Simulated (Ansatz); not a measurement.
Take WSe$_{2}$ in the 2H-MoS2 type structure (space group P6_3/mmc, No. 194; layered, stacked along the Cartesian z axis) as the base.

```
CELL_PARAMETERS angstrom
      3.27906     0.00000     0.00000
     -1.63953     2.83975     0.00000
      0.00000     0.00000    12.78607
ATOMIC_POSITIONS crystal
  W  0.33333 0.66667 0.25000
  W  0.66667 0.33333 0.75000
  Se 0.33333 0.66667 0.61827
  Se 0.66667 0.33333 0.11827
  Se 0.66667 0.33333 0.38173
  Se 0.33333 0.66667 0.88173
```

Cartesian axes are those of the cell as printed.

Computed with PBE-D3(BJ), PAW, 420 eV (Ansatz, a program for electronic structure; spin-orbit coupling left out).

For the base:

| Item | Value |
|---|---|
| Valence-band top at Γ | 0.00, -0.96, -1.20 eV |
| Smallest direct gap | 1.57 eV |

It is then changed as follows: biaxial strain −0.64 %, plane normal [001], relaxed out of plane (Cartesian); in-plane vectors clamped, the third vector and the atoms free.

**Question.** What happens to the valence-band top at Γ?

**Answer.** The valence-band top at Γ (three highest levels, from the VBM) changes from 0.00, -0.96, -1.20 eV to 0.00, -0.99, -1.24 eV.

**Question.** Predict the new smallest direct gap.

**Answer.** The smallest direct gap increases by 0.08 eV (1.57 eV → 1.65 eV).

**Question.** Predict the new out-of-plane strain.

**Answer.** The out-of-plane strain comes out as +0.25 %.

Spin-orbit coupling, missing from the scalar runs, can matter with W. Stability against distortions was not tested.
